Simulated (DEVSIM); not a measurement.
## Si p-i-n diode

Device: Si p-i-n diode, at 300 K.

| layer (left to right) | material | thickness (μm) | Nd (cm⁻³) | Na (cm⁻³) | τn (s) | τp (s) |
|---|---|---|---|---|---|---|
| 1 | Si | 0.190 | - | 6.5e17 | 2.4e-6 | 2.4e-6 |
| 2 | Si | 29.0 | 1e14 | - | 2.4e-6 | 2.4e-6 |
| 3 | Si | 0.310 | 5.2e17 | - | 2.4e-6 | 2.4e-6 |

Left contact: ohmic. Right contact: ohmic. Voltage is applied to the left contact. Recombination: SRH at mid-gap, radiative, Auger. Mobility is constant in doping.

This is a model device: material constants are rounded textbook-type values typed into the input, and sizes, dopings and lifetimes were drawn at random. Values at 300 K.

```
parameter           Si
-------------  -------
gap (eV)         1.124
affinity (eV)     4.05
permittivity      11.7
Nc (cm⁻³)      2.86e19
Nv (cm⁻³)       3.1e19
μn (cm²/Vs)       1417
μp (cm²/Vs)        470
B (cm³/s)      4.7e-15
Cn (cm⁶/s)     2.8e-31
Cp (cm⁶/s)     9.9e-32
```

DEVSIM, 1D drift-diffusion, Boltzmann statistics, complete ionisation; no tunnelling, impact ionisation, image-force lowering or self-heating.

```json
{
 "potential_step_across_the_device_at_zero_bias": "0.920 V",
 "Dark forward voltage at 1 A/cm²": "0.610 V",
 "Dark forward voltage at 100 A/cm²": "0.797 V"
}
```

Dark forward current:

(V (V), J (A/cm²)): (0.05, 2.4e-8); (0.10, 9.6e-8); (0.15, 3.5e-7); (0.20, 1.4e-6); (0.25, 6.5e-6); (0.30, 3.6e-5); (0.35, 0.00022); (0.40, 0.0013); (0.45, 0.0070); (0.50, 0.031); (0.55, 0.15); (0.60, 0.74); (0.65, 3.5); (0.70, 14); (0.75, 43); (0.80, 110); (0.85, 210); (0.90, 380); (0.95, 610); (1.00, 910); (1.05, 1300); (1.10, 1700); (1.15, 2300)
